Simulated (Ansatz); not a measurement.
# Cd: strain along the normal

Cd (hcp, P6_3/mmc, 22.886 Å³/atom at rest, c along z) under an equal strain ε in the (0001) plane with the normal axis free, as in a coherent film. PBE in Ansatz, a plane-wave DFT program (PAW, default set), 420 eV, 22×22×10 Γ-centred mesh, Fermi-Dirac smearing 0.10 eV; ions are relaxed within the symmetry of each cell.

Here s stands for strain and y for normal strain.

| strain (%) | normal strain (%) |
|---|---|
| -3.00 | ? |
| -1.50 | 2.21 |
| -1.00 | 1.49 |
| -0.50 | 0.77 |
| 0.00 | 0.00 |
| 0.50 | -0.79 |
| 1.00 | -1.58 |
| 1.50 | -2.46 |

The 7 complete rows are fitted with a straight line, y against s. Means: s 0, y -0.051. About the means, the sum of products is -10.855 and the sum of squares of s is 7.0000; the slope is their ratio. Least squares gives y = -0.051 - 1.5507·s. Residuals (row less fit): -0.065, -0.010, 0.046, 0.051, 0.036, 0.022, -0.083; standard error 0.059 (degrees of freedom: 5). The slope, -1.55 ± 0.02, is the elastic response of the normal axis, −2C13/C33.

Q: What does the fit predict for y at s = -3.00, and how far is the calculated value from it?

A: y = -0.051 - 1.5507 × (-3.0) = 4.601%. The calculation gives 4.82%, 0.219% above the prediction (3.0 % of the range of y in the table). The row lies outside the fitted rows, so this is an extrapolation. From the scatter of the fitted rows alone, a prediction at this place has a standard error of 0.093%, so the miss is 2.4 times that.

One order more doesn't follow all runs of the series either: the slope changes along it. In a metal these values are sensitive to mesh and smearing; energies are taken to zero smearing, stresses follow the free energy. Rows are the converged runs of the series near zero and its far end; series whose fitted rows scatter by over a few per cent of the range, as at a crossing or softening among them, aren't shown in this form. Most that stay on the fit to the last digits aren't either.
